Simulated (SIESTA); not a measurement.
Band structure of HfB2 (P6/mmm, 3 atoms in the cell).

```yaml
crystal:
  lattice:
    - [1.59528, -2.76310, 0.00000]
    - [1.59528, 2.76310, 0.00000]
    - [0.00000, 0.00000, 3.53603]
  atoms:
    - { symbol: Hf, position: [0.00000, 0.00000, 0.00000] }
    - { symbol: B, position: [0.33333, 0.66667, 0.50000] }
    - { symbol: B, position: [0.66667, 0.33333, 0.50000] }
```

Method: GGA PBE, numerical atomic orbitals TZP, PseudoDojo PBE standard norm-conserving potentials (rewritten from UPF to PSML) (SIESTA).

Settings: XC.functional = GGA; XC.authors = PBE; potentials = PseudoDojo PBE standard; PAO.BasisSize = TZP; PAO.EnergyShift = 0.01 Ry; MeshCutoff = 400 Ry; kgrid.MonkhorstPack = 10 10 8; OccupationFunction = MP; OccupationMPOrder = 0; ElectronicTemperature = 0.1 eV; MaxSCFIterations = 150; SCF.Mixer.Method = Pulay; SCF.Mixer.Weight = 0.25; SCF.Mixer.History = 8.

The starting cell has typed, rounded lattice constants, without a prior relaxation at this level. Its lattice was rescaled by a random factor within 2.5 % of one. Spin-orbit coupling is off. Values carry the incompleteness of an atom-centred basis.

Levels in eV from the Fermi level, bands 6 to 11:
```json
[
 {"point": "Γ", "6": "-2.82", "7": "-2.73", "8": "-2.73", "9": "-2.65", "10": "3.80", "11": "3.80"},
 {"point": "M", "6": "-8.85", "7": "-3.89", "8": "-3.22", "9": "-2.66", "10": "2.25", "11": "2.62"},
 {"point": "K", "6": "-8.09", "7": "-7.42", "8": "-2.40", "9": "-2.40", "10": "1.77", "11": "1.77"},
 {"point": "A", "6": "-8.09", "7": "-1.01", "8": "-1.01", "9": "0.37", "10": "0.37", "11": "1.00"},
 {"point": "L", "6": "-7.25", "7": "-4.72", "8": "-4.48", "9": "-2.65", "10": "3.94", "11": "4.08"},
 {"point": "H", "6": "-8.82", "7": "-5.30", "8": "-3.06", "9": "-3.06", "10": "4.24", "11": "5.29"}
]
```

Bands cross the Fermi level along this path, so the cell is metallic at this level.

Higher empty bands are left out: an atom-centred basis made for the valence describes them poorly.
